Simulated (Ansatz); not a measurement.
## InPd: thickness series

The parent structure is InPd in the CsCl type structure (space group Pm-3m, No. 221).

```
InPd
1.0
    3.24695     0.00000     0.00000
    0.00000     3.24695     0.00000
    0.00000     0.00000     3.24695
In Pd
1 1
Cartesian
  0.00000   0.00000   0.00000
  1.62347   1.62347   1.62347
```

Cartesian axes are those of the cell as printed.

Free-standing slabs (2 atom(s) a layer) normal to [110] with 15 Å of vacuum; in-plane cell held at bulk.

The values are results of PBEsol (Ansatz, a program for electronic structure), no spin-orbit coupling, not measurements.

Notes on the quantities. excess energy per area of both faces: slab less bulk energy over the cell's area: twice a surface energy; uncertain by up to 0.2 J/m²; layer's space group: with vacuum.

```json
[
 {"case": "base", "excess energy per area of both faces": "–", "layer's space group": "–", "thickness between the outermost nuclei": "–", "shortest interatomic distance": "2.812 Å"},
 {"case": "1 layer", "excess energy per area of both faces": "–", "layer's space group": "Pmmm (No. 47)", "thickness between the outermost nuclei": "–", "shortest interatomic distance": "2.812 Å"},
 {"case": "2 layers", "excess energy per area of both faces": "1.95 J/m²", "layer's space group": "Pmma (No. 51)", "thickness between the outermost nuclei": "2.52 Å", "shortest interatomic distance": "2.793 Å"},
 {"case": "3 layers", "excess energy per area of both faces": "1.9 J/m²", "layer's space group": "Pmmm (No. 47)", "thickness between the outermost nuclei": "4.86 Å", "shortest interatomic distance": "2.701 Å"},
 {"case": "4 layers", "excess energy per area of both faces": "1.9 J/m²", "layer's space group": "Pmma (No. 51)", "thickness between the outermost nuclei": "7.13 Å", "shortest interatomic distance": "2.698 Å"},
 {"case": "5 layers", "excess energy per area of both faces": "1.9 J/m²", "layer's space group": "Pmmm (No. 47)", "thickness between the outermost nuclei": "9.46 Å", "shortest interatomic distance": "2.709 Å"},
 {"case": "6 layers", "excess energy per area of both faces": "1.9 J/m²", "layer's space group": "Pmma (No. 51)", "thickness between the outermost nuclei": "11.76 Å", "shortest interatomic distance": "2.703 Å"},
 {"case": "7 layers", "excess energy per area of both faces": "1.9 J/m²", "layer's space group": "Pmmm (No. 47)", "thickness between the outermost nuclei": "14.06 Å", "shortest interatomic distance": "2.705 Å"}
]
```

The excess energy carries the mismatch between the slab's and the bulk's meshes. Stability against distortions was not tested. All final runs are without spin polarisation.
